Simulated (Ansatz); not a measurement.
The parent structure is PbTe in the rock salt structure (space group Fm-3m, No. 225; a = 6.5695 Å).

Method: PBE/PAW in Ansatz (a program for electronic structure), no spin-orbit coupling.

Strains are applied to the cell and any free atomic positions relax.

One change was made to it. Results:

```csv
quantity,base,after
electron mass,"0.31 mₑ along k, 0.11 mₑ across (at L)","0.30 mₑ along k, 0.11 mₑ across (at L)"
"valley order (the lowest conduction-band minima on the path, energy above the VBM, named in the base's zone)","L along ⟨111⟩ 0.83 eV; a point along ⟨110⟩, about 0.5 Å⁻¹ from Γ 1.36 eV; a point along ⟨100⟩, about 0.3 Å⁻¹ from Γ 1.81 eV","L along ⟨111⟩ 0.80 eV; a point along ⟨110⟩, about 0.5 Å⁻¹ from Γ 1.35 eV; a point along ⟨100⟩, about 0.3 Å⁻¹ from Γ 1.79 eV"
energy relative to the base (free energy F),0 meV/atom,+1.0 meV/atom
hole mass,"0.49 mₑ along k, 0.092 mₑ across (at L)","0.47 mₑ along k, 0.087 mₑ across (at L)"
```

Problem. Which of these changes matches the shifts?
A) isotropic strain −1.00 %
B) isotropic strain −3.00 %
C) isotropic strain −0.50 %

Solution. C, isotropic strain −0.50 %. For comparison, the valley order in the other runs: isotropic strain −1.00 % gives L along ⟨111⟩ 0.77 eV; a point along ⟨110⟩, about 0.5 Å⁻¹ from Γ 1.33 eV; a point along ⟨100⟩, about 0.3 Å⁻¹ from Γ 1.77 eV; isotropic strain −3.00 % gives L along ⟨111⟩ 0.63 eV; a point along ⟨110⟩, about 0.5 Å⁻¹ from Γ 1.24 eV; a point along ⟨100⟩, about 0.4 Å⁻¹ from Γ 1.76 eV.

With Pb and Te present, leaving out spin-orbit coupling can change the band edges. The levels and masses belong to the bands next to the band gap. Masses are band curvatures over ±0.01 Å⁻¹ around the edge. Along k means along the line from Γ to the band edge. Whether these cells are dynamically stable was not tested.
